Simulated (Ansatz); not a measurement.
Consider As-vacancy pair (As on one host Si site, one Si site vacant) in silicon, charge state +1. Calculation: PBE, PAW (plane waves to 420 eV; Ansatz, a quantum-chemistry and plane-wave program).

Settings: 216 host sites, the relaxed PBE lattice, one k-point at (0.250, 0.250, 0.250), smearing 0.01 eV, spin-restricted, no image-charge correction. No zero-point or tunnelling terms. The charge state is imposed; whether it is stable for some Fermi level was not computed. Forms of the defect that were not tried may lie lower.

Barriers: single points on a 2×2×2 k-point mesh shifted by half a step at the bands' geometries (they differ from the bands' own by up to 0.14 eV, and are uncertain by about as much).

Relaxed starting cell (atoms counted from 1):

```
AsSi214
1.0
   16.41000     0.00000     0.00000
    0.00000    16.41000     0.00000
    0.00000     0.00000    16.41000
As Si
1 214
Direct
  0.00839   0.00839   0.17499
  0.00010   0.00022   0.50006
  0.99962   0.99972   0.83317
  0.00006   0.33354   0.16674
  0.00013   0.33337   0.49994
  0.99991   0.33265   0.83381
  0.99963   0.66660   0.16629
  0.99991   0.66724   0.49923
  0.99973   0.66645   0.83300
  0.33338   0.00022   0.16677
  0.33330   0.00022   0.49996
  0.33258   0.00001   0.83381
  0.33327   0.33337   0.16678
  0.33372   0.33382   0.50038
  0.33305   0.33313   0.83390
  0.33257   0.66723   0.16658
  0.33306   0.66733   0.49972
  0.33295   0.66671   0.83326
  0.66651   0.99972   0.16628
  0.66715   0.00002   0.49923
  0.66635   0.99981   0.83302
  0.66715   0.33266   0.16658
  0.66724   0.33315   0.49970
  0.66660   0.33307   0.83326
  0.66634   0.66646   0.16639
  0.66661   0.66670   0.49962
  0.66623   0.66633   0.83290
  0.08234   0.24635   0.08718
  0.08533   0.25026   0.41680
  0.08332   0.24994   0.75014
  0.08315   0.58332   0.08328
  0.08332   0.58358   0.41651
  0.08309   0.58325   0.74982
  0.07956   0.91632   0.08288
  0.08234   0.92058   0.41290
  0.08314   0.91672   0.74989
  0.41610   0.24957   0.08392
  0.41769   0.25084   0.41741
  0.41672   0.25003   0.75049
  0.41611   0.58334   0.08352
  0.41672   0.58393   0.41659
  0.41646   0.58347   0.75003
  0.41641   0.91665   0.08322
  0.41612   0.91735   0.41613
  0.41612   0.91696   0.74992
  0.75074   0.24918   0.08340
  0.75071   0.24936   0.41592
  0.75028   0.24972   0.75001
  0.74954   0.58286   0.08317
  0.75028   0.58343   0.41627
  0.74995   0.58312   0.74968
  0.74888   0.91594   0.08252
  0.75076   0.91686   0.41575
  0.74954   0.91660   0.74941
  0.99960   0.16487   0.00123
  0.00883   0.16476   0.33118
  0.00010   0.16650   0.66674
  0.99984   0.49984   0.00001
  0.00009   0.50019   0.33308
  0.99995   0.49980   0.66638
  0.99836   0.83245   0.99902
  0.99959   0.83464   0.33144
  0.99984   0.83348   0.66638
  0.33108   0.16654   0.00220
  0.33478   0.16769   0.33424
  0.33351   0.16677   0.66717
  0.33289   0.49981   0.00017
  0.33351   0.50061   0.33334
  0.33323   0.50021   0.66678
  0.33279   0.83350   0.00008
  0.33113   0.83559   0.33312
  0.33290   0.83361   0.66639
  0.66685   0.16626   0.00007
  0.66682   0.16631   0.33287
  0.66736   0.16665   0.66613
  0.66630   0.49950   0.99986
  0.66733   0.49957   0.33321
  0.66663   0.49985   0.66641
  0.66567   0.83273   0.99930
  0.66687   0.83352   0.33283
  0.66631   0.83328   0.66606
  0.08359   0.08367   0.58326
  0.08290   0.08300   0.91676
  0.08357   0.41669   0.25025
  0.08382   0.41669   0.58326
  0.08294   0.41543   0.91790
  0.08291   0.75019   0.24957
  0.08294   0.75133   0.58201
  0.08297   0.74987   0.91643
  0.41660   0.08367   0.25024
  0.41662   0.08391   0.58328
  0.41533   0.08305   0.91792
  0.41659   0.41669   0.25047
  0.41697   0.41705   0.58362
  0.41641   0.41650   0.91699
  0.41535   0.75133   0.24961
  0.41641   0.75043   0.58307
  0.41617   0.75006   0.91663
  0.75009   0.08300   0.24956
  0.75127   0.08306   0.58197
  0.74978   0.08307   0.91644
  0.75125   0.41543   0.24961
  0.75033   0.41650   0.58307
  0.74996   0.41628   0.91662
  0.74978   0.74987   0.24963
  0.74998   0.75006   0.58283
  0.74953   0.74962   0.91618
  0.16478   0.99969   0.00122
  0.16479   0.00853   0.33155
  0.16642   0.00019   0.66676
  0.16647   0.33124   0.00216
  0.16763   0.33493   0.33429
  0.16667   0.33358   0.66717
  0.16617   0.66694   0.00007
  0.16621   0.66691   0.33287
  0.16655   0.66743   0.66616
  0.49973   0.99992   0.00003
  0.50009   0.00018   0.33306
  0.49974   0.00003   0.66639
  0.49970   0.33297   0.00017
  0.50050   0.33358   0.33334
  0.50014   0.33333   0.66678
  0.49940   0.66640   0.99986
  0.49950   0.66744   0.33322
  0.49975   0.66672   0.66641
  0.83238   0.99845   0.99904
  0.83459   0.99973   0.33143
  0.83335   0.99994   0.66640
  0.83341   0.33290   0.00007
  0.83552   0.33121   0.33312
  0.83351   0.33298   0.66637
  0.83265   0.66577   0.99931
  0.83340   0.66694   0.33284
  0.83321   0.66640   0.66606
  0.25011   0.25025   0.25198
  0.25077   0.25086   0.58437
  0.24927   0.24936   0.91737
  0.24985   0.58357   0.24999
  0.24993   0.58393   0.58338
  0.24960   0.58345   0.91694
  0.24618   0.92062   0.24901
  0.24948   0.91736   0.58279
  0.24910   0.91685   0.91740
  0.58348   0.24994   0.24998
  0.58383   0.25003   0.58336
  0.58335   0.24971   0.91695
  0.58316   0.58325   0.24975
  0.58338   0.58348   0.58313
  0.58301   0.58311   0.91661
  0.58324   0.91670   0.24980
  0.58326   0.91695   0.58276
  0.58275   0.91660   0.91622
  0.92057   0.24629   0.24902
  0.91726   0.24957   0.58279
  0.91673   0.24918   0.91740
  0.91662   0.58333   0.24981
  0.91686   0.58333   0.58277
  0.91652   0.58286   0.91621
  0.91625   0.91635   0.24625
  0.91653   0.91666   0.58309
  0.91585   0.91594   0.91553
  0.16454   0.16486   0.17532
  0.16761   0.16773   0.50148
  0.16621   0.16630   0.83348
  0.16641   0.50018   0.16677
  0.16667   0.50061   0.50017
  0.16655   0.49957   0.83400
  0.16477   0.83465   0.16624
  0.16648   0.83557   0.49782
  0.16617   0.83351   0.83351
  0.50008   0.16651   0.16675
  0.50050   0.16678   0.50015
  0.49948   0.16665   0.83401
  0.49972   0.49980   0.16661
  0.50013   0.50022   0.49989
  0.49974   0.49985   0.83328
  0.49973   0.83347   0.16650
  0.49972   0.83361   0.49955
  0.49941   0.83328   0.83297
  0.83458   0.16487   0.16627
  0.83556   0.16656   0.49773
  0.83340   0.16627   0.83351
  0.83335   0.49985   0.16650
  0.83351   0.49980   0.49954
  0.83321   0.49950   0.83297
  0.83238   0.83247   0.16503
  0.83342   0.83352   0.49945
  0.83264   0.83274   0.83232
  0.24611   0.08247   0.08727
  0.25017   0.08545   0.41685
  0.24986   0.08342   0.75015
  0.24948   0.41623   0.08392
  0.25077   0.41784   0.41743
  0.24993   0.41679   0.75049
  0.24908   0.75082   0.08341
  0.24927   0.75079   0.41593
  0.24960   0.75040   0.75001
  0.58322   0.08324   0.08328
  0.58348   0.08342   0.41651
  0.58318   0.08319   0.74982
  0.58325   0.41618   0.08352
  0.58382   0.41679   0.41659
  0.58338   0.41658   0.75003
  0.58274   0.74965   0.08317
  0.58336   0.75040   0.41627
  0.58302   0.75003   0.74968
  0.91627   0.07965   0.08294
  0.92067   0.08251   0.41274
  0.91661   0.08324   0.74989
  0.91652   0.41656   0.08319
  0.91727   0.41621   0.41614
  0.91685   0.41619   0.74992
  0.91586   0.74897   0.08252
  0.91674   0.75082   0.41574
  0.91652   0.74966   0.74940
```
Cell charge +1.

End state 1 differs by these moves (Å; atoms that move under 0.08 Å are left out):

```csv
atom,element,Δx,Δy,Δz
1,As,1.09,1.09,1.09
34,Si,-0.08,0.03,0.03
56,Si,-0.09,0.04,0.04
109,Si,0.03,-0.08,0.03
159,Si,0.03,0.04,-0.08
162,Si,0.04,0.03,-0.08
207,Si,0.04,-0.09,0.04
```

### Question
Estimate the forward and backward barriers to end state 1 that PBE, PAW returns for this input.

### Answer
forward 0.84 eV, backward 0.84 eV; at the saddle point atom 1 has neighbours 2 Si at 2.82, Si at 2.83, 2 Si at 2.85, Si at 2.86 Å. The program found a first-order saddle point.

End state 2 differs by these moves (Å; atoms that move under 0.08 Å are left out):

| atom | element | Δx | Δy | Δz |
|---|---|---|---|---|
| 1 | As | -0.13 | -0.17 | -0.10 |
| 29 | Si | -0.31 | 0.03 | -0.28 |
| 34 | Si | 0.09 | -0.06 | -0.04 |
| 35 | Si | 0.04 | -0.11 | 0.08 |
| 46 | Si | 0.08 | 0.00 | 0.09 |
| 56 | Si | 0.91 | -1.27 | -1.00 |
| 66 | Si | -0.06 | 0.01 | -0.06 |
| 100 | Si | 0.06 | 0.01 | -0.06 |
| 109 | Si | -0.03 | -0.14 | 0.04 |
| 136 | Si | -0.11 | -0.02 | -0.11 |
| 153 | Si | 0.22 | 0.08 | 0.30 |
| 159 | Si | -0.05 | -0.09 | 0.07 |
| 162 | Si | -0.14 | 0.00 | 0.01 |
| 163 | Si | -0.18 | 0.03 | -0.19 |
| 169 | Si | 0.02 | -0.07 | 0.05 |
| 180 | Si | 0.15 | 0.07 | 0.19 |
| 181 | Si | 0.11 | -0.02 | -0.12 |
| 207 | Si | -0.02 | 0.09 | 0.02 |
| 208 | Si | 0.16 | -0.01 | -0.19 |
| 211 | Si | -0.03 | 0.07 | 0.04 |

### Question
Predict the forward and backward barriers to end state 2 from PBE, PAW.

### Answer
forward 0.80 eV, backward 0.053 eV; at the saddle point atom 56 has neighbours As at 2.53; Si at 2.45, Si at 2.55, Si at 2.89, Si at 3.19 Å. The program found a first-order saddle point.
